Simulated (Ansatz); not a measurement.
The starting structures come from a database of crystals and need not be the phases stable at ambient conditions.

 Where the default PAW files enter, the runs use the earlier of Ansatz's two default sets.

The decay constant κ of evanescent states in the gap governs leakage through a thin film.

Input:

```
CELL_PARAMETERS angstrom
      5.76564     0.00000     0.00000
     -2.62510     5.13336     0.00000
      1.57027     2.56668     5.96133
ATOMIC_POSITIONS crystal
  Cd 0.43422 0.56578 0.50000
  Cd 0.06578 0.93422 0.50000
  Cd 0.31578 0.68422 0.00000
  Cd 0.68422 0.31578 0.00000
  Si 0.75000 0.25000 0.50000
  Si 0.00000 0.00000 0.00000
  O  0.72822 0.43584 0.64732
  O  0.62446 0.91684 0.64732
  O  0.08316 0.37554 0.35268
  O  0.56416 0.27178 0.35268
  O  0.02178 0.81416 0.85268
  O  0.12554 0.33316 0.85268
  O  0.66684 0.87446 0.14732
  O  0.18584 0.97822 0.14732
```

Space group of this cell: Fddd. The cell is taken as given; by r2SCAN its mean pressure is -0.9 GPa.

Transport runs along the normal of the first two printed cell vectors.

No gap correction and no spin-orbit coupling; mid-gap values are interpolated between computed energies.

Question: State the band gap and the smallest decay constant κ at mid-gap according to r2SCAN (Ansatz, a program for electronic structure).

Answer: Gap 2.14 eV on a 6×6×6 mesh; κ = 0.243 1/Å, at the zone centre.
